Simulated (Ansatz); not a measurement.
## How the band gap of SnF4 (I4/mmm, No. 139) moves with the method

No measured value is used here.

```csv
level (code),value (eV),cell (Å³/atom)
LDA (Ansatz),3.35,12.36
PBEsol (Ansatz),3.30,13.79
r²SCAN (Ansatz),4.20,13.08
PBE0 (Ansatz),6.41,13.08
G0W0@PBEsol+SOC (Ansatz),7.01,13.01
```

Computed values are for a static lattice. Levels without +SOC have no spin–orbit coupling; where heavier elements are present it shifts gaps, mostly down, and can invert bands.  LDA, PBEsol, r²SCAN, PBE0: the gap is read on the k mesh or supercell of the run alone and can be too large. G0W0@PBEsol+SOC: filled d or f shells below the valence bands can shift G0W0 gaps through exchange with them, which wasn't tested here. G0W0@PBEsol+SOC: spin–orbit coupling enters as the shift of the gap found with a semilocal functional. G0W0@PBEsol+SOC: a quasiparticle level at a band edge is in doubt. Values are at the level's own equilibrium cell; PBE0 at the r²SCAN cell; G0W0@PBEsol+SOC at the measured cell. K meshes differ between the levels. Ansatz's density-functional and Hartree–Fock values are scalar-relativistic unless marked +SOC, with PAW data made under PBE.

Ansatz is a quantum-chemistry and plane-wave program.
